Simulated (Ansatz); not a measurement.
ZrC (P6₃/mmc, No. 194, 4 atoms in the cell; start mp-1014307; a measured phase of this formula has another space group)

The numbers are results of PBEsol in Ansatz (PAW), not measurements.

Numerical settings: plane-wave cutoff 520 eV, 18×18×10 k mesh (along the axes of the cell as run), Fermi–Dirac smearing 0.05 eV, scalar-relativistic PAW data made under PBE.

Cell (relaxed at this level):

```cif
data_C2Zr2
_chemical_formula_sum 'Zr2 C2'
_space_group_name_H-M_alt 'P 1'
_space_group_IT_number 1
_cell_length_a 3.34811
_cell_length_b 3.34811
_cell_length_c 5.23453
_cell_angle_alpha 90.000
_cell_angle_beta 90.000
_cell_angle_gamma 120.000
loop_
_space_group_symop_operation_xyz
  'x, y, z'
loop_
_atom_site_label
_atom_site_type_symbol
_atom_site_fract_x
_atom_site_fract_y
_atom_site_fract_z
_atom_site_occupancy
Zr1 Zr 0.33333 0.66667 0.25000 1
Zr2 Zr 0.66667 0.33333 0.75000 1
C1 C 0.00000 0.00000 0.00000 1
C2 C 0.00000 0.00000 0.50000 1
```

- band gap = zero (no gap)
- bulk modulus = 234 GPa

Note: the relaxation could not lower the start's symmetry, so the cell can be a saddle point above a distorted one; the bulk modulus is −V dP/dV from two relaxed cells at ±2 % in volume.

Spin–orbit coupling is not included.

Computed values are for the static lattice.

It cost around 110 core-seconds (rough) of CPU time.

A start named mp-… is a Materials Project structure, which need not be a measured phase.

Ansatz is a program for electronic structure.
